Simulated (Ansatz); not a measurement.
## A computed series for NaCl: pressure series

Consider NaCl in the rock salt structure (space group Fm-3m, No. 225; a = 5.6015 Å).

Cell and atoms are relaxed at each pressure.

Method: PBEsol in Ansatz (plane waves to 420 eV, PAW, no spin-orbit coupling).

Candidates:
(a) pressure 0.3 GPa
(b) pressure 3 GPa
(c) pressure 5 GPa
(d) pressure 7.5 GPa
(e) pressure 10 GPa

Before the change:

- Band gap = 5.01 eV

Problem. Order them by band gap, lowest first.

Solution. (a) pressure 0.3 GPa (5.05 eV), (b) pressure 3 GPa (5.39 eV), (c) pressure 5 GPa (5.60 eV), (d) pressure 7.5 GPa (5.83 eV), (e) pressure 10 GPa (6.03 eV)

Load acts through the strain it causes; cell and atoms are relaxed under it. Stability against distortions was not tested. No other phases were tried under pressure.

Ansatz is a quantum-chemistry and plane-wave program.
